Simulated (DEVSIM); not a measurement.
# abrupt Si p-n junction

Structure: abrupt Si p-n junction, at 300 K.

```tsv
layer (left to right)	material	thickness (μm)	Nd (cm⁻³)	Na (cm⁻³)	τn (s)	τp (s)
1	Si	0.190	-	8.1e15	1.1e-6	1.1e-6
2	Si	140	7.3e14	-	1.1e-6	1.1e-6
```

Left contact: ohmic. Right contact: ohmic. Voltage is applied to the left contact. Recombination: SRH at mid-gap, radiative. Mobility is μmin + (μ − μmin)/(1 + (N/Nref)^α).

Constants are typed, rounded textbook-type inputs, not results; the design itself was drawn at random and stands for no fabricated device. Values at 300 K.

| parameter | Si |
|---|---|
| gap (eV) | 1.124 |
| affinity (eV) | 4.05 |
| permittivity | 11.7 |
| Nc (cm⁻³) | 2.86e19 |
| Nv (cm⁻³) | 3.1e19 |
| μn (cm²/Vs) | 1417 |
| μp (cm²/Vs) | 470 |
| μn,min | 52 |
| μp,min | 45 |
| Nref,n | 9.7e16 |
| Nref,p | 2.2e17 |
| αn | 0.68 |
| αp | 0.72 |
| B (cm³/s) | 4.7e-15 |

Model (solved in DEVSIM): 1D drift-diffusion, Boltzmann statistics, complete ionisation; no tunnelling, impact ionisation, image-force lowering or self-heating.

```yaml
potential_step_across_the_device_at_zero_bias: 0.637 V
largest_field_in_the_device_at_zero_bias: 11000 V/cm
Dark forward voltage at 1 A/cm²: 0.583 V
```

Dark reverse current:

| V (V) | J (A/cm²) |
|---|---|
| -0.04 | -1.2e-8 |
| -0.10 | -2.0e-8 |
| -0.20 | -2.8e-8 |
| -0.30 | -3.6e-8 |
| -0.40 | -4.3e-8 |
| -0.60 | -5.6e-8 |
| -0.80 | -6.7e-8 |
| -1.00 | -7.8e-8 |
| -1.30 | -9.3e-8 |
| -1.60 | -1.1e-7 |
| -2.00 | -1.2e-7 |

Small-signal capacitance in reverse bias (quasi-static):

```csv
V (V),C (nF/cm²)
-0.04,9.45
-0.1,9.02
-0.2,8.42
-0.3,7.93
-0.4,7.52
-0.6,6.86
-0.8,6.35
-1,5.94
-1.3,5.45
-1.6,5.07
-2,4.67
```
